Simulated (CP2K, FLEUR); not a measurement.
A CP2K input for a self-consistent single point of Hf2Ge (I4/mcm, 6 atoms in the cell) (DFT PBEsol, GPW, DZVP-MOLOPT-SR-GTH basis, GTH-PBE potentials (GTH_POTENTIALS)):

```
&GLOBAL
  PROJECT hf2ge
  RUN_TYPE ENERGY_FORCE
  PRINT_LEVEL LOW
&END GLOBAL
&FORCE_EVAL
  METHOD Quickstep
  STRESS_TENSOR ANALYTICAL
  &DFT
    BASIS_SET_FILE_NAME BASIS_MOLOPT
    POTENTIAL_FILE_NAME GTH_POTENTIALS
    &QS
      METHOD GPW
      EPS_DEFAULT 1E-10
    &END QS
    &MGRID
      CUTOFF 500
      REL_CUTOFF 40
      NGRIDS 5
    &END MGRID
    &SCF
      SCF_GUESS ATOMIC
      EPS_SCF 1E-6
      MAX_SCF 100
      ADDED_MOS 10
      &DIAGONALIZATION
        ALGORITHM STANDARD
      &END DIAGONALIZATION
      &MIXING
        METHOD BROYDEN_MIXING
        ALPHA 0.2
        NBUFFER 10
        BETA 1.5
      &END MIXING
      &SMEAR ON
        METHOD GAUSSIAN
        SIGMA [eV] 0.1
      &END SMEAR
    &END SCF
    &KPOINTS
      SCHEME MONKHORST-PACK 5 5 5
    &END KPOINTS
    &XC
      &XC_FUNCTIONAL
        &PBE
          PARAMETRIZATION PBESOL
        &END PBE
      &END XC_FUNCTIONAL
    &END XC
    &PRINT
      &MO
        EIGENVALUES T
        OCCUPATION_NUMBERS T
        NDIGITS 8
        FILENAME mo
        &EACH
          QS_SCF 0
        &END EACH
        ADD_LAST NUMERIC
      &END MO
      &MULLIKEN OFF
      &END MULLIKEN
    &END PRINT
  &END DFT
  &SUBSYS
    &CELL
      A 5.30063700 0.00000000 0.00000000
      B -2.70954000 4.55578100 0.00000000
      C -1.29554800 -2.27789000 4.60755000
      PERIODIC XYZ
    &END CELL
    &COORD
      SCALED
      Hf       0.34424000     0.15576000     0.50000000
      Hf       0.65576000     0.84424000     0.50000000
      Hf       0.15576000     0.65576000     0.81152000
      Hf       0.84424000     0.34424000     0.18848000
      Ge       0.25000000     0.25000000     0.00000000
      Ge       0.75000000     0.75000000     0.00000000
    &END COORD
    &KIND Hf
      BASIS_SET DZVP-MOLOPT-SR-GTH
      POTENTIAL GTH-PBE-q12
    &END KIND
    &KIND Ge
      BASIS_SET DZVP-MOLOPT-SR-GTH
      POTENTIAL GTH-PBE-q4
    &END KIND
  &END SUBSYS
  &PRINT
    &FORCES ON
    &END FORCES
    &STRESS_TENSOR ON
    &END STRESS_TENSOR
  &END PRINT
&END FORCE_EVAL
```

Write the same calculation as an input for FLEUR.

One input that does it (others would too):

Input of the input generator:

```
scf Hf2Ge
&input film=f /
-6.1567844058 6.1567844058 4.9521028986
6.1567844058 -6.1567844058 4.9521028986
6.1567844058 6.1567844058 -4.9521028986
1.0
1.0 1.0 1.0

6
72 0.3442400000 0.1557600000 0.5000000000
72 0.6557600000 0.8442400000 0.5000000000
72 0.1557600000 0.6557600000 0.8115200000
72 0.8442400000 0.3442400000 0.1884800000
32 0.2500000000 0.2500000000 -0.0000000000
32 0.7500000000 0.7500000000 -0.0000000000

&comp jspins=1 /
&exco xctyp='PBEs' /
&kpt div1=5 div2=5 div3=5 /
&end /
```

```xml
<?xml version="1.0" encoding="UTF-8" standalone="no"?>
<fleurInput fleurInputVersion="0.39">
   <comment>
      scf Hf2Ge                                                                                           
   </comment>
   <calculationSetup>
      <cutoffs Kmax="4.3" Gmax="12.9" GmaxXC="12.9" numbands="0"/>
      <scfLoop itmax="80" minDistance="0.00001" maxIterBroyd="40" imix="Anderson" alpha="0.05" precondParam="0.0" spinf="2.0"/>
      <coreElectrons ctail="T" frcor="F" kcrel="0" coretail_lmax="0"/>
      <xcFunctional name="PBEs" relativisticCorrections="F"/>
      <magnetism jspins="1"/>
      <soc l_soc="F" theta="0.0" phi="0.0" spav="F"/>
      <expertModes spex="0" secvar="F"/>
      <geometryOptimization l_f="T" forcealpha="1.0" forcemix="BFGS" epsdisp="0.00001" epsforce="0.00001"/>
      <ldaU l_linMix="F" mixParam="0.05" spinf="1.0"/>
   </calculationSetup>
   <cell>
      <bzIntegration valenceElectrons="132.0" mode="gauss" fermiSmearingEnergy="0.00367493">
         <kPointListSelection listName="default-1"/>
         <!-- k-points included here -->
         <xi:include xmlns:xi="http://www.w3.org/2001/XInclude" href="kpts.xml"> </xi:include>
      </bzIntegration>
      <!-- symmetry operations included here -->
      <xi:include xmlns:xi="http://www.w3.org/2001/XInclude" href="sym.xml"> </xi:include>
      <bulkLattice scale="1.0">
         <bravaisMatrix>
            <row-1>   -6.1567844057999999     6.1567844057999999     4.9521028985999997</row-1>
            <row-2>    6.1567844057999999    -6.1567844057999999     4.9521028985999997</row-2>
            <row-3>    6.1567844057999999     6.1567844057999999    -4.9521028985999997</row-3>
         </bravaisMatrix>
      </bulkLattice>
   </cell>
   <atomSpecies>
      <species name="Hafnium (Hf)" element="Hf" atomicNumber="72">
         <mtSphere radius="2.53" gridPoints="873" logIncrement="0.015"/>
         <atomicCutoffs lmax="10" lnonsphr="8"/>
         <electronConfig flipSpins="F">
            <coreConfig>(1s1/2) (2s1/2) (2p1/2) (2p3/2) (3s1/2) (3p1/2) (3p3/2) (4s1/2) (3d3/2) (3d5/2) (4p1/2) (4p3/2) (4d3/2) (4d5/2)</coreConfig>
            <valenceConfig>(5s1/2) (5p1/2) (5p3/2) (6s1/2) (4f5/2) (4f7/2) (5d3/2) (5d5/2)</valenceConfig>
            <stateOccupation state="(5d3/2)" spinUp="0.4" spinDown="0.4"/>
            <stateOccupation state="(5d5/2)" spinUp="0.6" spinDown="0.6"/>
         </electronConfig>
         <energyParameters s="6" p="6" d="5" f="5"/>
         <lo type="SCLO" l="0" n="5" eDeriv="0"/>
         <lo type="SCLO" l="1" n="5" eDeriv="0"/>
         <lo type="SCLO" l="3" n="4" eDeriv="0"/>
      </species>
      <species name="Germanium (Ge)" element="Ge" atomicNumber="32">
         <mtSphere radius="2.31" gridPoints="797" logIncrement="0.016"/>
         <atomicCutoffs lmax="10" lnonsphr="8"/>
         <electronConfig flipSpins="F">
            <coreConfig>(1s1/2) (2s1/2) (2p1/2) (2p3/2) (3s1/2) (3p1/2) (3p3/2)</coreConfig>
            <valenceConfig>(4s1/2) (3d3/2) (3d5/2) (4p1/2) (4p3/2)</valenceConfig>
            <stateOccupation state="(4p1/2)" spinUp="0.3333333333333" spinDown="0.3333333333333"/>
            <stateOccupation state="(4p3/2)" spinUp="0.6666666666667" spinDown="0.6666666666667"/>
         </electronConfig>
         <energyParameters s="4" p="4" d="3" f="4"/>
         <lo type="HELO" l="2" n="4" eDeriv="0"/>
      </species>
   </atomSpecies>
   <atomGroups>
      <atomGroup species="Hafnium (Hf)">
         <relPos label="                   1">.3442400000 .1557600000 1.000/2.000</relPos>
         <relPos label="                   2">-.3442400000 -.1557600000 1.000/2.000</relPos>
         <relPos label="                   3">.1557600000 -.3442400000 -.1884800000</relPos>
         <relPos label="                   4">-.1557600000 .3442400000 .1884800000</relPos>
         <force calculate="T" relaxXYZ="TTT"/>
      </atomGroup>
      <atomGroup species="Germanium (Ge)">
         <relPos label="                   5">1.000/4.000 1.000/4.000 .0000000000</relPos>
         <relPos label="                   6">-1.000/4.000 -1.000/4.000 .0000000000</relPos>
         <force calculate="T" relaxXYZ="TTT"/>
      </atomGroup>
   </atomGroups>
   <output dos="F" band="F" slice="F">
      <checks vchk="F" cdinf="F"/>
      <bandDOS minEnergy="-.5*Htr" maxEnergy="0.5*Htr" sigma="0.015" storeEVData="T"/>
      <vacuumDOS vacdos="F" integ="F" star="F" nstars="0" locx1="0.0" locy1="0.0" locx2="0.0" locy2="0.0" nstm="0" tworkf="0.0"/>
      <unfoldingBand unfoldBand="F" supercellX="1" supercellY="1" supercellZ="1"/>
      <plotting iplot="0" polar="F">
         <plot TwoD="T" vec1="  1.0  0.0  0.0" vec2="  0.0  1.0  0.0" vec3="  0.0  0.0  1.0" zero="  0.0  0.0  0.0" file="plot"/>
      </plotting>
      <chargeDensitySlicing numkpt="0" minEigenval="0.0" maxEigenval="0.0" nnne="0" pallst="F"/>
      <specialOutput eonly="F"/>
      <magneticCircularDichroism mcd="F" energyLo="-10.0" energyUp="0.0"/>
   </output>
  <!-- We include the file relax.xml here to enable relaxations (see documentation) -->
  <xi:include xmlns:xi="http://www.w3.org/2001/XInclude" href="relax.xml"> <xi:fallback/> </xi:include>
</fleurInput>
```

Basis, cutoffs, solver keys and any potentials are the target program's own. This input uses DFT, PBEsol, all-electron FLAPW (FLEUR), scalar-relativistic valence.

The starting cell comes from a database of computed structures (which also holds hypothetical and non-ambient phases and stackings), without a prior relaxation at this level. Its lattice was rescaled by a random factor within 2.5 % of one.
